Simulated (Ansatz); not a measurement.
Take Mo in the bcc (W type) structure (space group Im-3m, No. 229; a = 3.151 Å; relaxed with 0.1 eV smearing) as the base. Axes: x, y, z lie along the cube axes.

All numbers come from r2SCAN, PAW, 500 eV (Ansatz, an electronic-structure program; no spin-orbit coupling).

Base values:

| Quantity | Value |
|---|---|
| Pressure | 0.0 GPa |

Now apply this change: a pure shear with ε_xz = ε_zx = -0.0094; the atoms relax in the strained cell.

Q: Predict the new energy relative to the base.

A: The energy increases by 1.8 meV/atom.

Q: Estimate the effect on the pressure.

A: The pressure (mean of the normal stresses, compression positive) hardly moves (0.0 GPa against 0.1 GPa).

No phonon test of stability was made. All final runs are without spin polarisation.
